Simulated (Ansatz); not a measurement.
System: quartz-high SiO₂ (high-temperature phase). Method: HSE06 in Ansatz (plane waves, PAW).

Settings: plane-wave cutoff 460 eV, 6×6×4 k mesh (along the axes of the cell as run), Fermi–Dirac smearing 0.01 eV, scalar-relativistic PAW data made under PBE.

The cell is the one relaxed with PBEsol. Conventional cell: a = 5.0809 Å, b = 5.0809 Å, c = 5.5585 Å, α = 90.00°, β = 90.00°, γ = 120.00°.

```
O2Si
1.0
    5.08088     0.00000     0.00000
   -2.54044     4.40017     0.00000
    0.00000     0.00000     5.55845
Si O
3 6
Direct
  0.00000   0.50000   0.33333
  0.50000   0.00000   0.00000
  0.50000   0.50000   0.66667
  0.58442   0.79221   0.83333
  0.79221   0.58442   0.50000
  0.20779   0.79221   0.16667
  0.41558   0.20779   0.83333
  0.20779   0.41558   0.50000
  0.79221   0.20779   0.16667
```

Question: List the 31 lowest band energies at Γ above −25 eV (eV, relative to the valence band maximum), grouping those that round alike.

Answer: At Γ: -20.90, -19.39 (×2), -18.77, -18.75 (×2), -8.90 (×2), -5.91, -5.62, -5.51 (×2), -3.07, -2.98 (×2), -2.69, -1.76, -1.75 (×2), -1.05 (×2), -0.47 (×2), -0.19, 7.42, 10.85 (×2), 11.13 (×2), 12.02, 13.06.

Note: the run warned that its exchange threshold was loose for the stress; symmetry holds this phase in the static calculation, where it need not be a minimum; held by symmetry at 0 K, a high-temperature phase can be a saddle point; cell and atoms aren't relaxed at this level (largest force component 0.19 eV/Å, pressure -2.4 GPa).

Ansatz is an electronic-structure program.
